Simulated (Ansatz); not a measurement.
The parent structure is GeS$_{2}$ in the 2H-MoS2 type structure (space group P6_3/mmc, No. 194; a = 3.428 Å, c = 10.622 Å; a hypothetical phase, not in the database extracts checked; layered, stacked along the Cartesian z axis).

(Cell as relaxed with PBE-D3(BJ).)

Levels (all Ansatz, a first-principles code, PAW, earlier PAW set): PBE-D3(BJ) (420 eV, no spin-orbit coupling); PBEsol-D3(BJ) (420 eV, no spin-orbit coupling).

Each level relaxes its own structure.

```csv
quantity,PBE-D3(BJ),PBEsol-D3(BJ)
volume per atom,18.01 Å³,17.16 Å³
lattice parameter a,3.428 Å,3.382 Å
lattice parameter c,10.622 Å,10.391 Å
band gap,zero,zero
```

PBE-D3(BJ)'s volume per atom lies 0.85 Å³ above PBEsol-D3(BJ)'s (5.0 %); PBE-D3(BJ)'s lattice parameter a lies 0.0453 Å above PBEsol-D3(BJ)'s (1.3 %); PBE-D3(BJ)'s lattice parameter c lies 0.231 Å above PBEsol-D3(BJ)'s (2.2 %); the two agree on the band gap. Neither level is exact; PBEsol-D3(BJ) is the comparison here, not a measurement.

Stability against distortions was not tested. All final runs are without spin polarisation.
